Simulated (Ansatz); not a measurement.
The structure below was relaxed with Ansatz (a program for electronic structure) PBEsol, spin-orbit coupling left out, at pressure −2 GPa.

```
BeTe
1.0
    0.00000     2.83586     2.83586
    2.83586     0.00000     2.83586
    2.83586     2.83586     0.00000
Be Te
1 1
Cartesian
  0.00000   0.00000   0.00000
  1.41793   1.41793   1.41793
```

Problem. Find the space group and the Wyckoff positions.

Solution. Space group F-43m (No. 216); a = 5.672 Å, b = 5.672 Å, c = 5.672 Å, α = 90.00°, β = 90.00°, γ = 90.00°

```csv
atom,site,symmetry,x,y,z
Be,4a,-43m,0.0000,0.0000,0.0000
Te,4d,-43m,0.7500,0.7500,0.7500
```

Problem. Describe the coordination.

Solution. The crystal has 8 atoms in its conventional cell. Cell: a = b = c = 5.672 Å, α = β = γ = 90.00°. Be is surrounded by 4 Te at 2.456 Å (tetrahedral). Te has 4 Be at 2.456 Å (tetrahedral). (Neighbours: up to the widest gap in distance over summed covalent radii, below 1.35, at either atom; cation-cation and far metal-metal contacts left out.)

With Te present, leaving out spin-orbit coupling can change the band edges. Load acts through the strain it causes; cell and atoms are relaxed under it. Whether these cells are dynamically stable was not tested. The cell was made from BeTe in the zinc blende structure (space group F-43m, No. 216) by this change: pressure −2 GPa.
